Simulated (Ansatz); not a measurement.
InP, response to strain

Start from InP in the zinc blende structure (space group F-43m, No. 216; a = 5.907 Å). Axes: x, y, z lie along the cube axes.

Strains are applied to the cell and any free atomic positions relax; under biaxial strain the out-of-plane vector relaxes too; under stress the whole cell relaxes.

Level of theory: plane-wave PAW DFT at the r2SCAN level (Ansatz, a program for electronic structure, 500 eV), spin-orbit coupling left out, earlier PAW set.

Notes on the quantities. energy relative to the base: free energy F.

```json
[
 {"case": "base", "energy relative to the base": "0 meV/atom", "space group": "F-43m (No. 216)", "band gap": "1.02 eV", "electron mass": "0.073 mₑ (at Γ)"},
 {"case": "biaxial strain −0.79 %, plane normal [001], relaxed out of plane", "energy relative to the base": "+1.0 meV/atom", "space group": "I-4m2 (No. 119)", "band gap": "1.04 eV", "electron mass": "0.076 mₑ (at Γ)"},
 {"case": "biaxial strain +0.48 %, plane normal [111], relaxed out of plane", "energy relative to the base": "+0.5 meV/atom", "space group": "R3m (No. 160)", "band gap": "0.95 eV", "electron mass": "0.071 mₑ (at Γ)"},
 {"case": "uniaxial strain ε_xx = −3.90 %", "energy relative to the base": "+12 meV/atom", "space group": "I-4m2 (No. 119)", "band gap": "1.12 eV", "electron mass": "0.082 mₑ along x, 0.088 mₑ across (at Γ)"},
 {"case": "uniaxial stress, 3 GPa tension along x", "energy relative to the base": "+10 meV/atom", "space group": "I-4m2 (No. 119)", "band gap": "0.82 eV", "electron mass": "0.074 mₑ along x, 0.062 mₑ across (at Γ)"},
 {"case": "uniaxial stress, 5 GPa compression along z", "energy relative to the base": "+55 meV/atom", "space group": "I-4m2 (No. 119)", "band gap": "0.71 eV", "electron mass": "0.060 mₑ along z, 0.085 mₑ across (at Γ)"}
]
```

Effective masses come from finite differences of ±0.01 Å⁻¹. Gaps are read on the SCF mesh and a high-symmetry path. Beyond what the load breaks, stability against distortions was not tested.
